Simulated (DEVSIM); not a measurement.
Device: abrupt GaSb p-n junction, at 300 K.

Layer 1 from the left is GaSb, thickness (μm) 25.0, Na (cm⁻³) 9.3e16, τn (s) 5.5e-8, τp (s) 5.5e-8. Layer 2 from the left is GaSb, thickness (μm) 8.20, Nd (cm⁻³) 1.1e16, τn (s) 5.5e-8, τp (s) 5.5e-8.

Left contact: ohmic. Right contact: ohmic. Voltage is applied to the left contact. Recombination: SRH at mid-gap, radiative. Mobility is constant in doping.

Constants are typed, rounded textbook-type inputs, not results; the design itself was drawn at random and stands for no fabricated device. Values at 300 K.

GaSb: gap (eV) 0.726, affinity (eV) 4.06, permittivity 15.7, Nc (cm⁻³) 2.1e17, Nv (cm⁻³) 1.8e19, μn (cm²/Vs) 5000, μp (cm²/Vs) 850, B (cm³/s) 1e-10.

DEVSIM, 1D drift-diffusion, Boltzmann statistics, complete ionisation; no tunnelling, impact ionisation, image-force lowering or self-heating.

Dark forward current:

```tsv
|V| (V)	|J| (A/cm²)
0.05	2.476e-5
0.10	0.0001274
0.15	0.0006622
0.20	0.003862
0.25	0.02450
0.30	0.1623
0.35	1.085
0.40	6.869
0.45	34.68
0.50	120.6
0.55	304.3
0.60	617.9
0.65	1081
0.70	1702
0.75	2481
```

**Question.** Work out the local ideality factor n = ΔV / (kT/q · ln(J2/J1)) between the rows 0.15 and 0.20 V, 0.30 and 0.35 V, 0.70 and 0.75 V.

**Answer.** kT/q = 25.85 mV. From 0.15 to 0.20 V: ln(0.003862/0.0006622) = 1.763, n = 1.10, near the 1 of diffusion or emission over a barrier. From 0.30 to 0.35 V: ln(1.085/0.1623) = 1.900, n = 1.02, near the 1 of diffusion or emission over a barrier. From 0.70 to 0.75 V: ln(2481/1702) = 0.377, n = 5.13.

**Question.** Estimate the current at 0.30 V from the Shockley equation with J0 = Σ q ni² D/(N L) coth(W/L), τ joining the SRH, radiative and Auger lifetimes that are on, and W taken as the whole layer.

**Answer.** ni² = 2.40e24 cm⁻⁶; electrons in the p layer: μ = 5000 cm²/Vs, D = 129 cm²/s, τ = 3.64e-8 s, L = 21.7 μm, W/L = 1.2, term 3.01e-7 A/cm²; holes in the n layer: μ = 850 cm²/Vs, D = 22.0 cm²/s, τ = 5.19e-8 s, L = 10.7 μm, W/L = 0.77, term 1.11e-6 A/cm². J0 = 1.42e-6 A/cm², and J = J0 exp(qV/kT) = 0.155 A/cm². The simulation gives 0.162 A/cm²; the estimate lies 4.3 % below. The estimate leaves out recombination in the depletion region and that region's share of W.
